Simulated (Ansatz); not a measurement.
Pressure series in hypothetical P6_422 BP

Consider BP (space group P6_422, No. 181; a hypothetical phase, not in the database extracts checked).

```
BP
1.0
    3.25969     0.00000     0.00000
   -1.62984     2.82297     0.00000
    0.00000     0.00000     6.94033
B P
3 3
Direct
  0.00000   0.50000   0.33333
  0.50000   0.50000   0.66667
  0.50000   0.00000   0.00000
  0.00000   0.50000   0.83333
  0.50000   0.50000   0.16667
  0.50000   0.00000   0.50000
```

Cell and atoms are relaxed at each pressure.

Calculations: PBEsol (Ansatz, a program for electronic structure), without spin-orbit coupling.

```json
[
 {"pressure (GPa)": "-2", "volume per atom (Å³/atom)": "10.764"},
 {"pressure (GPa)": "-1", "volume per atom (Å³/atom)": "10.703"},
 {"pressure (GPa)": "0", "volume per atom (Å³/atom)": "10.644"},
 {"pressure (GPa)": "0.7", "volume per atom (Å³/atom)": "10.603"},
 {"pressure (GPa)": "1.5", "volume per atom (Å³/atom)": "10.558"},
 {"pressure (GPa)": "3", "volume per atom (Å³/atom)": "10.475"},
 {"pressure (GPa)": "5", "volume per atom (Å³/atom)": "10.369"},
 {"pressure (GPa)": "7.5", "volume per atom (Å³/atom)": "?"},
 {"pressure (GPa)": "10", "volume per atom (Å³/atom)": "10.125"}
]
```

Q: Fit the third-order Birch–Murnaghan form P(V) = (3B₀/2)[(V₀/V)^(7/3) − (V₀/V)^(5/3)]·[1 + (3/4)(B₀′ − 4)((V₀/V)^(2/3) − 1)] (squares taken in P) to the rows shown and predict the withheld row.

A: Least squares on the printed values gives V₀ = 10.644 Å³/atom, B₀ = 182 GPa, B₀′ = 3.8; this predicts 10.244 Å³/atom, and the run gives 10.244 Å³/atom, in agreement.

The mesh was chosen for an insulator and is coarse for the gapless case. Load acts through the strain it causes; cell and atoms are relaxed under it. Whether these cells are dynamically stable was not tested. Competing high-pressure phases were not computed. The base started in P3_121 and relaxed to P6_422 at this level. The final runs are not spin-polarised.
